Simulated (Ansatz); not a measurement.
Start from CaSnSe₃ in the cubic perovskite structure (space group Pm-3m, No. 221; a hypothetical phase, not in the database extracts checked).

```yaml
crystal:
  lattice:
    - [5.21174, 0.00000, 0.00000]
    - [0.00000, 5.21174, 0.00000]
    - [0.00000, 0.00000, 5.21174]
  atoms:
    - { symbol: Ca, position: [0.00000, 0.00000, 0.00000] }
    - { symbol: Sn, position: [0.50000, 0.50000, 0.50000] }
    - { symbol: Se, position: [0.00000, 0.50000, 0.50000] }
    - { symbol: Se, position: [0.50000, 0.50000, 0.00000] }
    - { symbol: Se, position: [0.50000, 0.00000, 0.50000] }
```

Levels (all Ansatz, a quantum-chemistry and plane-wave program, PAW): PBEsol (420 eV, without spin-orbit coupling); r2SCAN (500 eV, spin-orbit coupling left out).

The geometry is relaxed with PBEsol.

| Property | Result |
|---|---|
| PBEsol pressure | 0.0 GPa |

With r2SCAN at the same geometry, the pressure goes from zero to 0.8 GPa.

Single points use the geometry relaxed with PBEsol. Their cutoffs differ, which shifts pressures a little. No phonon test of stability was made. The final runs are not spin-polarised. Many cubic perovskites are stable only at high temperature; tilts and polar distortions were not tested.
